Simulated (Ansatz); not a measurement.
Base system: MnCl$_{3}$ in the ReO3 type structure (space group Pm-3m, No. 221; a = 4.747 Å; ferromagnetic; a hypothetical phase, not in the database extracts checked; relaxed with 0.1 eV smearing).

(Cell as relaxed with PBE.)

Levels (all Ansatz, a program for electronic structure, PAW): PBE (420 eV, no spin-orbit coupling); r2SCAN (500 eV, no spin-orbit coupling).

Each level relaxes its own structure.

| base | PBE | r2SCAN |
|---|---|---|
| volume per atom | 26.74 Å³ | 26.61 Å³ |
| lattice parameter a | 4.747 Å | 4.739 Å |
| band gap | zero | zero |
| largest site moment | 3.59 μB | 3.79 μB |

One thing is altered: an isotropic linear strain of −0.65 %, atoms relaxed at fixed cell.

```json
[
 {"quantity": "band gap", "PBE": "zero", "r2SCAN": "?"},
 {"quantity": "pressure", "PBE": "0.9 GPa", "r2SCAN": "?"},
 {"quantity": "energy relative to the base (free energy F)", "PBE": "+1.4 meV/atom", "r2SCAN": "?"},
 {"quantity": "magnetic state", "PBE": "ferromagnetic", "r2SCAN": "?"},
 {"quantity": "largest site moment", "PBE": "3.56 μB", "r2SCAN": "?"}
]
```

Question: Given the PBE results, estimate those of r2SCAN.

Answer: 
- band gap, r2SCAN: zero
- pressure, r2SCAN: 0.9 GPa
- energy relative to the base (free energy F), r2SCAN: +1.4 meV/atom
- magnetic state, r2SCAN: ferromagnetic
- largest site moment, r2SCAN: 3.75 μB

PBE's largest site moment lies 0.197 μB below r2SCAN's; the two agree on the band gap, pressure, energy relative to the base and magnetic state. Neither level is exact; r2SCAN is the comparison here, not a measurement.

Whether these cells are dynamically stable was not tested. No Hubbard U is applied and the magnetic state is the run's own (MnCl3 ferromagnetic); small cells can't hold the antiferromagnetic order that many such compounds have, so gaps and moments can be off.
